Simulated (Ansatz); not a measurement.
Consider Al-vacancy pair (Al on one host In site, one In site vacant) in zinc-blende InP, charge state -3. All values below come from PBE, PAW (plane waves to 420 eV; Ansatz, a first-principles code).

Cell of 64 host sites held at the relaxed PBE lattice; one k-point at (0.250, 0.250, 0.250); Fermi-Dirac width 0.05 eV, spin-restricted; finite-size errors left in. Energies are static. PBE gaps are too small, and in this host the defect's levels may merge with the bands. The charge state is imposed; whether it is stable for some Fermi level was not computed. Forms of the defect that were not tried may lie lower. The start lies 0.036 eV above the lowest site run (PBE).

Barriers: single points on a 2×2×2 k-point mesh shifted by half a step at the bands' geometries (they differ from the bands' own by up to 0.08 eV, and are uncertain by about as much).

The step: one In atom jumps into the vacancy from a nearby In site (Al-vacancy distance between ideal sites 4.21 Å throughout). Atoms about the jump, Cartesian Å from the middle of the jump, before and after:

```
atom     x0     y0     z0     x1     y1     z1
----  -----  -----  -----  -----  -----  -----
In1   -1.38  -1.38   0.01   1.38   1.38  -0.01
P2     0.25   0.07  -1.33  -0.05  -0.23  -1.40
P3    -0.01  -2.93   1.61  -0.21  -2.82   1.44
P4    -2.95   0.03   1.59  -2.89  -0.15   1.44
P5     2.78   0.16   1.43   2.91   0.00   1.59
P6     0.11   2.85   1.45  -0.04   2.94   1.57
In7    1.55  -1.39   3.03   1.37  -1.58   3.01
In8   -1.45   1.60   3.03  -1.63   1.42   3.00
Al9    1.41  -1.40  -2.80   1.44  -1.39  -2.84
```

### Question
Where do these atoms stand at the saddle point, and how high is it?

### Answer

```
atom      x      y      z
----  -----  -----  -----
In1   -0.14  -0.15   0.59
P2    -0.35  -0.51  -1.88
P3     0.03  -2.75   1.61
P4    -2.79   0.07   1.58
P5     2.70  -0.01   1.53
P6    -0.05   2.76   1.53
In7    1.61  -1.56   3.25
In8   -1.60   1.65   3.23
Al9    1.50  -1.46  -2.95
```
It lies 1.51 eV above the start and 1.51 eV above the end. The saddle point's order was not checked.
